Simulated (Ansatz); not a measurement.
A self-consistent single point of ScBiO3 (R3c, 10 atoms in the cell) with Ansatz (a quantum-chemistry and plane-wave program).

Level of theory: PBEsol with spin-orbit coupling, default PAW files made with PBE (plane waves; Ansatz).

```
CELL_PARAMETERS angstrom
      2.94563     1.70066     4.97807
     -2.94563     1.70066     4.97807
      0.00000    -3.40132     4.97807
ATOMIC_POSITIONS crystal
  Sc 0.22052 0.22052 0.22052
  Sc 0.72052 0.72052 0.72052
  Bi 0.00577 0.00577 0.00577
  Bi 0.50577 0.50577 0.50577
  O  0.42741 0.87875 0.04598
  O  0.04598 0.42741 0.87875
  O  0.87875 0.04598 0.42741
  O  0.54598 0.37875 0.92741
  O  0.37875 0.92741 0.54598
  O  0.92741 0.54598 0.37875
```

Reference input (self-consistent single point, DFT, PBEsol, plane waves, default PAW files made with PBE): basis.ecutwfc = 30.9 Ry; kpoints.mp_grid.grid = 5 5 5; hamiltonian.xc = pbesol; hamiltonian.pseudopotentials = {kind: paw} (the program's default PAW files); scf.occupations.method = fixed. This run's input differs from it in these lines:

Ansatz 0.2 input:
```diff
@@ -26,2 +26,5 @@
     kind: paw
+magnetization:
+  noncollinear: true
+  spin_orbit: true
 scf:
```

Output, abridged:

```
SCF iter   1: F=—  HF=-32162.750948 eV  |F-HF|=—  |Δ(HF+E_count)|=         —  Δρ=5.46e-2  dr2=5.94e0  dr2_m=0.00e0 (ungated)  ethr=3.10e-3  |M|=0.00e0 ∫|m|=0.00e0 μB  |m|>n=0.0e0 m-floor=0.0e0 τ_xc=0.0e0  β_m=0.30  ⟨swp⟩=4.5  Hψ=8247  notcnv=0  defer=266
all-band conjugate gradients solve this SCF's bands
preconditioner: auto → Resta (q_TF=auto, 2.497 Å⁻¹)
spin=Noncollinear: Resta preconditioning applied to the charge; magnetization (m_x, m_y, m_z) channels mix plain (no charge-response kernel on spin).
   [... lines left out ...]
SCF iter   8: F=—  HF=-32161.220096 eV  |F-HF|=—  |Δ(HF+E_count)|=   1.29e-4  Δρ=1.81e-5  dr2=5.23e-7  dr2_m=0.00e0 (ungated)  ethr=2.76e-8  |M|=0.00e0 ∫|m|=0.00e0 μB  |m|>n=0.0e0 m-floor=0.0e0 τ_xc=0.0e0  β_m=0.97  ⟨swp⟩=2.0  Hψ=3600  notcnv=0  defer=302
SCF iter   9: F=-32161.220097 eV  HF=-32161.220097 eV  |F-HF|=2.37e-9  |Δ(HF+E_count)|=   3.85e-7  Δρ=5.14e-6  dr2=5.32e-8  dr2_m=0.00e0 (ungated)  ethr=1.14e-10  |M|=0.00e0 ∫|m|=0.00e0 μB  |m|>n=0.0e0 m-floor=0.0e0 τ_xc=0.0e0  ⟨swp⟩=12.5  Hψ=11728  notcnv=0
SCF 1 converged in 9 iterations: F = -32161.220097 eV  dr2 = 5.32e-8
Magnetization: |M| = 0.0000 μB,  M = (+0.0000, +0.0000, +0.0000) μB
Absolute magnetization: 0.0000 μB (∫|m|)
  site 0: m = (+0.0000, +0.0000, +0.0000) μB, |m| = 0.0000 μB  (R = 0.87 Å)
  site 1: m = (+0.0000, +0.0000, +0.0000) μB, |m| = 0.0000 μB  (R = 0.87 Å)
  site 2: m = (+0.0000, +0.0000, +0.0000) μB, |m| = 0.0000 μB  (R = 0.97 Å)
  site 3: m = (+0.0000, +0.0000, +0.0000) μB, |m| = 0.0000 μB  (R = 0.97 Å)
  site 4: m = (+0.0000, +0.0000, +0.0000) μB, |m| = 0.0000 μB  (R = 0.87 Å)
  site 5: m = (+0.0000, +0.0000, +0.0000) μB, |m| = 0.0000 μB  (R = 0.87 Å)
  site 6: m = (+0.0000, +0.0000, +0.0000) μB, |m| = 0.0000 μB  (R = 0.87 Å)
  site 7: m = (+0.0000, +0.0000, +0.0000) μB, |m| = 0.0000 μB  (R = 0.87 Å)
   [... lines left out ...]
Free energy (F): -32161.220097 eV
Fermi energy:    8.072193 eV
   [... lines left out ...]
  atom  10  O     -0.01256309    -0.13364711    -0.24871576
--- Stress (GPa, compression-positive) ---
      -11.800849       0.000000       0.000000
        0.000000     -11.800849       0.000000
        0.000000       0.000000     -11.729788
  P = ⅓ Tr σ = -11.7772 GPa (-117.772 kbar)
  The stress holds the Pulay correction. Without it, at fixed plane waves, as pw.x and ABINIT print it: P = -12.2914 GPa
```

The run converged in 9 iterations. Against the reference run the pressure goes from -12.18 to -11.78 GPa, the largest force goes from 0.836 to 0.859 eV/Å and the gap on the mesh goes from 3.013 to 2.430 eV.

The starting cell comes from a database of computed structures (which also holds hypothetical and non-ambient phases and stackings), without a prior relaxation at this level. Its lattice was rescaled by a random factor within 2.5 % of one. With a pressure of about -12 GPa the cell is away from its equilibrium volume at this level. Ansatz's pressure includes its estimate of the finite-basis (Pulay) stress. Without the estimate this run gives -12.29 GPa.

Cost on one core of a shared machine: roughly 2 min.
